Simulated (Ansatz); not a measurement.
For zinc-blende TlCl (model structure), LDA in Ansatz (PAW) gives:

```
Item                            Value
---------------------  --------------
lattice parameter a           6.871 Å
enthalpy of formation  -0.867 eV/atom
```

What does PBE (plane waves, PAW; Ansatz, a first-principles code) give for the same quantities?


- lattice constant a: 7.205 Å (increases by 4.9 %)
- formation enthalpy: -0.988 eV/atom (moves by -0.121 eV/atom)

Changes are worked out from the printed values.

Unless a cell is named, each level is at its own relaxed cell (LDA 40.55, PBE 46.75 Å³/atom).

Levels without +SOC leave out spin–orbit coupling, which shifts energies and cells of such heavy elements.

Ansatz's density-functional and Hartree–Fock values are scalar-relativistic unless marked +SOC, with PAW data made under PBE.

A model structure was made by putting elements into a prototype or built by hand; it is no filed structure, need not be a known phase, and can be a saddle point held by its symmetry.
